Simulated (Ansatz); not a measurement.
Consider Al in the fcc (Cu type) structure (space group Fm-3m, No. 225; a = 4.0155 Å; relaxed with 0.1 eV smearing).

All numbers come from plane-wave PAW DFT at the PBEsol level (Ansatz, a quantum-chemistry and plane-wave program, 420 eV), without spin-orbit coupling.

Before the change:

* **Pressure**: 0.0 GPa

It is then changed as follows: an isotropic linear strain of −3.00 %, atoms relaxed at fixed cell.

**Question.** How does this affect the energy relative to the base and pressure?

**Answer.** The energy rises by 37 meV/atom; the pressure goes from zero to 9.2 GPa.

No phonon test of stability was made.
